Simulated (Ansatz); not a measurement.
Base system: CdSe in the zinc blende structure (space group F-43m, No. 216; a = 6.007 Å). Axes: x, y, z lie along the cube axes.

Calculations: LDA in Ansatz (plane waves to 420 eV, PAW, spin-orbit coupling left out).

Base values:

The valence-band top at Γ comes out as 0.00, 0.00, 0.00 eV. The gap character is direct at Γ.

Modification: tensor shear ε_xy = +2.00 % (engineering shear γ = 0.0400), atoms relaxed at fixed cell.

Q: Predict the new valence-band top at Γ.

A: The valence-band top at Γ (three highest levels, from the VBM) changes from 0.00, 0.00, 0.00 eV to 0.00, -0.11, -0.18 eV.

Q: Estimate the effect on the gap character.

A: The gap character remains direct at Γ.

Q: What happens to the stress?

A: The stress (xx, yy, zz, yz, xz, xy; compression positive) is (-0.02, -0.02, -0.02, 0.00, 0.00, -0.97) GPa.

The cells carry an imposed strain or load. Whether these cells are dynamically stable was not tested. Labels are those of the standard path for the cell's own space group.

Ansatz is a program for electronic structure.
